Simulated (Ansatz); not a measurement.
**A constructed model of the (110) surface of bcc Mo, a layer of Sc in place of the second plane (bottom of the slab: a bare face, its two planes held)**

Method: PBE (plane waves to 420 eV, PAW; Ansatz, an electronic-structure program).

Model: 6-atom slab, 11.4 Å thick at the start with caps and adatoms (thin: gaps and levels are the slab's own), 14x14x1 mesh, Fermi-Dirac 0.1 eV, dipole correction, 2 atoms held, the rest relaxed; symmetry of the start imposed; no spin, no spin-orbit, no U. In PBE it lies 0.01 eV a 1x1 cell over the lowest computed structure of the same composition (a layer of Sc in place of the third plane).

```yaml
work_function_of_the_top_face: 4.98 eV
energy_released_by_relaxation: 0.058 eV
cost: about 2.1 core-minutes (a rough figure)
```
